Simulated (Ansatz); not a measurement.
**What pressure 30 GPa does to Pb**

The parent structure is Pb in the fcc (Cu type) structure (space group Fm-3m, No. 225; a = 4.991 Å).

Now apply this change: a hydrostatic pressure of 30 GPa.

The values are results of r2SCAN (Ansatz, a quantum-chemistry and plane-wave program), spin-orbit coupling left out, not measurements. Γ-centred 16×16×16 mesh, Fermi–Dirac width 0.05 eV.

```csv
quantity,base,changed,shift
volume per atom,31.08 Å³,22.71 Å³,-8.37 Å³
lattice parameter a,4.991 Å,4.496 Å,-0.495 Å
shortest interatomic distance,3.529 Å,3.179 Å,-0.350 Å
enthalpy H = E + PV relative to the base's energy,–,+4.84 eV/atom,–
band gap,zero,zero,–
```

Final structure:

```yaml
crystal:
  lattice:
    - [0.00000, 2.24780, 2.24780]
    - [2.24780, 0.00000, 2.24780]
    - [2.24780, 2.24780, 0.00000]
  atoms:
    - { symbol: Pb, position: [0.00000, 0.00000, 0.00000] }
```

Load acts through the strain it causes; cell and atoms are relaxed under it. No phonon test of stability was made. Measured, Pb leaves this structure (for hcp) near 14 GPa (room temperature; as listed in arXiv:1906.07825).
